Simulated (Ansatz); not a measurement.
## Smallest direct gap on the k points sampled of La3SiGa5O14 (P3, No. 143, 23 atoms in the cell; start mp-1223148) at several levels of theory

No measured value is used here.

| level (code) | value (eV) |
|---|---|
| LDA (Ansatz) | ? |
| PBEsol+SOC (Ansatz) | 3.80 |
| r²SCAN+SOC (Ansatz) | 4.53 |
| HSE06 (Ansatz) | 5.59 |

Some entries are withheld; supply them.


- LDA (Ansatz, a program for electronic structure), value (eV): 3.76

Computed values are for a static lattice. Levels without +SOC have no spin–orbit coupling; where heavier elements are present it shifts gaps, mostly down, and can invert bands.  Values are at the PBEsol cell. Cutoffs and k meshes differ between the levels. Ansatz's density-functional and Hartree–Fock values are scalar-relativistic unless marked +SOC, with PAW data made under PBE.

A start named mp-… is a Materials Project structure, which need not be a measured phase.
